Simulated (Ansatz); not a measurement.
# Ansatz run on a (110) slab of PdPt (cut from a parent of space group no. 166; 12 atoms in the cell): self-consistent single point

Method of the run: PBEsol, default PAW files made with PBE (plane waves; Ansatz, an electronic-structure program).

Input as run:

Ansatz 0.2 input:
```yaml
crystal:
  lattice:
    - [5.540270, 0.000000, 0.000000]
    - [-2.735903, 3.905291, 0.000000]
    - [0.000000, 0.000000, 20.882414]
  atoms:
    - { symbol: Pd, position: [0.000000, 0.000000, 0.335210] }
    - { symbol: Pd, position: [0.000000, 0.500000, 0.401127] }
    - { symbol: Pd, position: [0.000000, 0.000000, 0.467044] }
    - { symbol: Pd, position: [0.000000, 0.500000, 0.532956] }
    - { symbol: Pd, position: [0.000000, 0.000000, 0.598873] }
    - { symbol: Pd, position: [0.000000, 0.500000, 0.664790] }
    - { symbol: Pt, position: [0.500000, 0.000000, 0.335210] }
    - { symbol: Pt, position: [0.500000, 0.500000, 0.401127] }
    - { symbol: Pt, position: [0.500000, 0.000000, 0.467044] }
    - { symbol: Pt, position: [0.500000, 0.500000, 0.532956] }
    - { symbol: Pt, position: [0.500000, 0.000000, 0.598873] }
    - { symbol: Pt, position: [0.500000, 0.500000, 0.664790] }
basis:
  ecutwfc: 420.0 eV
kpoints:
  mp_grid: { grid: [4, 4, 1] }
hamiltonian:
  xc: pbesol
  pseudopotentials: { kind: paw }
scf:
  occupations: { method: fermi_dirac, width: 0.1 eV }
output:
  forces: true
  eigenvalues: true
  stress: true
```

Log, with long lists cut:

```
WARN ansatz: RAYON_NUM_THREADS=1 ignored (pool sized by the plan → 1); use --threads N
Pseudopotentials: kind: paw
Pseudopotential: Pd, paw, valence charge 18
Pseudopotential: Pt, paw, valence charge 18
Crystal: 12 atoms, lattice volume = 451.820 Å³
Basis set: ecut = 420 eV, 8771 PW (Γ), exchange–correlation on 80×64×288 points (8 copies of the dense FFT grid, shifted against one another)
Bands: 130, of which v1, the nominal top of the filled ones, is band 108 counted from 1 (107 counted from 0)
Symmetry: 4 space group operations
Space group: P2/c (ITA 13), of the structure as read, at distance tolerance 7.7e-5 Å
k-points: 10 of 16
PAW frozen core: Pd, regenerated for the run's functional, and the local potential with it
PAW frozen core: Pt, regenerated for the run's functional, and the local potential with it
Initial density: superposition of atomic densities (neutral atoms: chi_scale 0, normalization atom), corrected by the library's trained network
Initial wavefunctions: pseudopotential atomic-orbital guess
Eigensolver: davidson
Functional: x = pbesol(κ = 0.804, μ = 0.12345679012345678), c = pbesol(β = 0.046)
SCF iter   1: F=—  HF=-115737.421280 eV  |F-HF|=—  |Δ(HF+E_count)|=         —  Δρ=1.50e-2  dr2=4.96e0  ethr=1.77e-3  ⟨swp⟩=7.1  Hψ=5486  notcnv=0  defer=34
all-band conjugate gradients solve this SCF's bands
preconditioner: auto → LDOS
SCF iter   2: F=—  HF=-115737.268916 eV  |F-HF|=—  |Δ(HF+E_count)|=   1.52e-1  Δρ=9.07e-3  dr2=5.45e-1  ethr=1.77e-3  ⟨swp⟩=2.3  Hψ=1598  notcnv=0  defer=78
SCF iter   3: F=—  HF=-115737.221505 eV  |F-HF|=—  |Δ(HF+E_count)|=   4.74e-2  Δρ=3.74e-3  dr2=2.52e-1  ethr=2.52e-4  ⟨swp⟩=2.0  Hψ=1864  notcnv=0  defer=78
SCF iter   4: F=—  HF=-115737.211927 eV  |F-HF|=—  |Δ(HF+E_count)|=   9.58e-3  Δρ=8.94e-4  dr2=6.14e-3  ethr=1.17e-4  ⟨swp⟩=1.6  Hψ=1234  notcnv=0  defer=78
SCF iter   5: F=—  HF=-115737.212476 eV  |F-HF|=—  |Δ(HF+E_count)|=   5.48e-4  Δρ=3.31e-4  dr2=7.63e-4  ethr=2.84e-6  ⟨swp⟩=2.0  Hψ=1879  notcnv=0  defer=78
SCF iter   6: F=—  HF=-115737.212609 eV  |F-HF|=—  |Δ(HF+E_count)|=   1.33e-4  Δρ=1.16e-4  dr2=1.33e-4  ethr=3.53e-7  ⟨swp⟩=2.0  Hψ=1687  notcnv=0  defer=78
SCF iter   7: F=—  HF=-115737.212614 eV  |F-HF|=—  |Δ(HF+E_count)|=   4.90e-6  Δρ=6.56e-5  dr2=3.65e-5  ethr=6.15e-8  ⟨swp⟩=2.3  Hψ=1694  notcnv=0  defer=78
SCF iter   8: F=—  HF=-115737.213423 eV  |F-HF|=—  |Δ(HF+E_count)|=   8.10e-4  Δρ=2.77e-5  dr2=6.96e-6  ethr=1.69e-8  ⟨swp⟩=1.6  Hψ=1376  notcnv=0  defer=78
SCF iter   9: F=—  HF=-115737.213424 eV  |F-HF|=—  |Δ(HF+E_count)|=   1.02e-6  Δρ=9.15e-6  dr2=7.65e-7  ethr=3.22e-9  ⟨swp⟩=1.9  Hψ=1582  notcnv=0  defer=78
SCF iter  10: F=—  HF=-115737.213425 eV  |F-HF|=—  |Δ(HF+E_count)|=   3.23e-7  Δρ=3.75e-6  dr2=1.09e-7  ethr=3.54e-10  ⟨swp⟩=2.0  Hψ=1802  notcnv=0  defer=78
SCF iter  11: F=-115737.213425 eV  HF=-115737.213425 eV  |F-HF|=1.06e-8  |Δ(HF+E_count)|=   4.77e-8  Δρ=2.13e-6  dr2=2.87e-8  ethr=4.63e-11  ⟨swp⟩=14.7  Hψ=5859  notcnv=0
SCF 1 converged in 11 iterations: F = -115737.213425 eV  dr2 = 2.87e-8
SCF converged after 11 iterations
Free energy (F): -115737.213425 eV
Harris-Foulkes:  -115737.213425 eV  (|F-HF|=1.06e-8)
Internal energy: -115736.386576 eV  (E = F + TS)
E sigma→0 (E₀):  -115736.800000 eV
Entropy (-TS):   -0.826849 eV (-68.904 meV/atom)
Fermi energy:    5.322210 eV
--- Per-component energies (eV) ---
  E_band       = -5037.996929
  E_kinetic    = 6895.098348
  E_local      = -269649.854755  (includes V_loc(G=0)·N_el)
  E_nonlocal   = 2540.319986
  E_hartree    = 130984.501964
  E_xc         = -2555.679600
  E_vxc        = -3064.662732  (∫ρ·V_xc dr)
  E_paw        = -78009.611297  (= ΣΔE_a)
  E_vpaw       = -3727.919916  (= ΣTr[D̂ρ^β])
  E_aug_tail   = 0.002416  (compensation charges beyond the density's cutoff)
  E_ewald      = 94055.299329
  E_core_change = 3.537032  (= ΣΔE_core)
  E_smearing   = -0.826849  (= −TS)
  E_closure    = -0.000000  (closes the sum)
  Σ components = -115737.213425   (vs F -115737.213425, Δ=0.00e0)
--- Forces (eV/Å), atoms counted from 1 ---
  atom   1  Pd     0.00000000     0.00000000     0.32652721
  atom   2  Pd     0.00000000     0.00000000    -0.68703279
  atom   3  Pd     0.00000000     0.00000000    -0.14915213
  atom   4  Pd     0.00000000     0.00000000     0.14915213
  atom   5  Pd     0.00000000     0.00000000     0.68703279
  atom   6  Pd     0.00000000     0.00000000    -0.32652721
  atom   7  Pt     0.00000000     0.00000000     1.30281447
  atom   8  Pt     0.00000000     0.00000000    -0.58230707
  atom   9  Pt     0.00000000     0.00000000    -0.29710029
  atom  10  Pt     0.00000000     0.00000000     0.29710029
  atom  11  Pt     0.00000000     0.00000000     0.58230707
  atom  12  Pt     0.00000000     0.00000000    -1.30281447
  max |Σ_I F_I| component: 0.00e0 eV/Å
--- Stress (GPa, compression-positive) ---
       -4.702207      -0.038471       0.000000
       -0.038471      -3.896483       0.000000
        0.000000       0.000000      -1.899683
  P = ⅓ Tr σ = -3.4995 GPa (-34.995 kbar)
  The stress holds the Pulay correction. Without it, at fixed plane waves, as pw.x and ABINIT print it: P = -3.5201 GPa
--- Band table (eV; the first three rows and the last of 10) ---
  k-point 0: bands = ["-93.1251", "-93.1122", "-92.9832", "-92.9826", "-92.1983", "-92.1983", "-78.8577", "-78.8369", "-78.7940", "-78.7915", "-78.1913", "-78.1913", "-47.4840", "-47.3528", "-47.3368", "-47.3315", "-47.2455", "-47.2120", "-47.2011", [...]
  k-point 1: bands = ["-93.1231", "-93.1140", "-92.9832", "-92.9828", "-92.1983", "-92.1983", "-78.8541", "-78.8392", "-78.7944", "-78.7924", "-78.1913", "-78.1913", "-47.4547", "-47.4082", "-47.3499", "-47.2646", "-47.2381", "-47.2143", "-47.2012", [...]
  k-point 2: bands = ["-93.1184", "-93.1184", "-92.9831", "-92.9831", "-92.1984", "-92.1984", "-78.8460", "-78.8460", "-78.7940", "-78.7940", "-78.1914", "-78.1914", "-47.4316", "-47.4316", "-47.3054", "-47.3054", "-47.2236", "-47.2236", "-47.1937", [...]
  k-point 9: bands = ["-93.1184", "-93.1184", "-92.9831", "-92.9831", "-92.1984", "-92.1984", "-78.8460", "-78.8460", "-78.7940", "-78.7940", "-78.1914", "-78.1914", "-47.4285", "-47.4285", "-47.3043", "-47.3043", "-47.2237", "-47.2237", "-47.1930", [...]
```

The run converged in 11 iterations.

The starting cell comes from a database of computed structures (which also holds hypothetical and non-ambient phases and stackings), without a prior relaxation at this level. The slab is cut from that crystal, and its faces are unrelaxed. Its lattice was rescaled by up to half a per cent. Spin-orbit coupling is off. Spin polarisation is off. Forces in this geometry exceed 1 eV/Å.

Cost on one core of a shared machine: roughly 40 s.
